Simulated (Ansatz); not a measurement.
Zr on the Si site in silicon (start: the Si site; 64-site cell, 2×2×2 shifted sampling), impurity bounded by its compound with the host (Δμ(Si) = 0.00 eV, Δμ(Zr) = -2.00 eV, bounded by ZrSi2 (Cmcm); only phases computed here count, gases as isolated molecules at 0 K). Method: PBE, PAW (plane waves to 420 eV; Ansatz, a first-principles code). In charge state 0 (not spin-polarised) the formation energy is 4.39 eV. The crystal has 4.89 × 10^22 Si sites per cm³.

**Question.** Estimate the equilibrium concentration at 1100 K in the dilute limit, leaving out vibrational entropy and degeneracy.

**Answer.** kT = 0.0948 eV; c = N exp(−E_f / kT) = 4.89 × 10^22 × exp(−46.3) ≈ 4 × 10^2 cm^-3. An error of 0.2 eV in E_f moves this by a factor of 8.
